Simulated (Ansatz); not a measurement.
## Ru under a change: tensor shear ε_xz = +2.00 %

The parent structure is Ru in the hcp (Mg type) structure (space group P6_3/mmc, No. 194; a = 2.691 Å, c = 4.249 Å; relaxed with 0.1 eV smearing). Axes: x lies along a and z along c of the hexagonal cell.

The change: tensor shear ε_xz = +2.00 % (engineering shear γ = 0.0400); the atoms relax in the strained cell.

Computed with PBEsol/PAW in Ansatz (a quantum-chemistry and plane-wave program), no spin-orbit coupling. k-mesh 25×25×14 (Γ-centred); smearing 0.1 eV (Fermi–Dirac).

| quantity | base | changed | shift |
|---|---|---|---|
| volume per atom | 13.33 Å³ | 13.32 Å³ | -0.01 Å³ |
| shortest interatomic distance | 2.632 Å | 2.590 Å | -0.042 Å |
| energy relative to the base (free energy F) | 0 meV/atom | +14 meV/atom | +14 meV/atom |
| pressure (mean of the normal stresses, compression positive) | 0.0 GPa | 0.5 GPa | +0.5 GPa |
| band gap | zero | zero | – |
| stress (xx, yy, zz, yz, xz, xy; compression positive) | – | (0.4, 0.3, 0.9, 0.0, -8.1, 0.0) GPa | – |

Stability against distortions was not tested. The final runs are not spin-polarised.
